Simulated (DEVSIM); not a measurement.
Structure: abrupt GaP n-p junction, at 250 K.

Layer 1 from the left is GaP, thickness (μm) 14.0, Nd (cm⁻³) 2.5e16, τn (s) 8.5e-7, τp (s) 8.5e-7. Layer 2 from the left is GaP, thickness (μm) 87.0, Na (cm⁻³) 5.6e14, τn (s) 8.5e-7, τp (s) 8.5e-7.

Left contact: ohmic. Right contact: ohmic. Voltage is applied to the left contact. Recombination: SRH at mid-gap. Mobility is μmin + (μ − μmin)/(1 + (N/Nref)^α).

Constants are typed, rounded textbook-type inputs, not results; the design itself was drawn at random and stands for no fabricated device. Values at 300 K; Nc and Nv go as T^1.5, mobilities as T to minus their exponent, the gap by Varshni's rule with the affinity fixed.

GaP: gap (eV) 2.26, affinity (eV) 3.8, permittivity 11.1, Nc (cm⁻³) 1.8e19, Nv (cm⁻³) 1.9e19, μn (cm²/Vs) 250, μp (cm²/Vs) 150, μn,min 10, μp,min 10, Nref,n 4.4e18, Nref,p 1e18, αn 0.8, αp 0.85, T exponent of μn 1.6, T exponent of μp 1.98, Varshni α (eV/K) 0.00058, Varshni β (K) 372.

### Question
Estimate by hand the built-in potential, the peak field at zero bias, the capacitance at 1.5 V, and compare with a numerical solution.

### Answer

- Built-in potential: ni = √(Nc Nv) exp(−Eg/2kT) = 0.000149 cm⁻³ with Eg = 2.279 eV; Vbi = kT/q ln(Na Nd/ni²) = 1.925 V; numerical 1.925 V.
- Peak field at zero bias: depletion approximation: W = √(2εVbi/(qN)) = 2.08 μm with N = 5.48e14 cm⁻³; field = 2Vbi/W = 18500 V/cm; numerical 18600 V/cm.
- Capacitance at 1.5 V: C = √(qεN / 2(Vbi + |V|)) = 3.55 nF/cm²; numerical 3.57 nF/cm² (estimate below by 0.65 %).

DEVSIM, 1D drift-diffusion, Boltzmann statistics, complete ionisation; no tunnelling, impact ionisation, image-force lowering or self-heating.
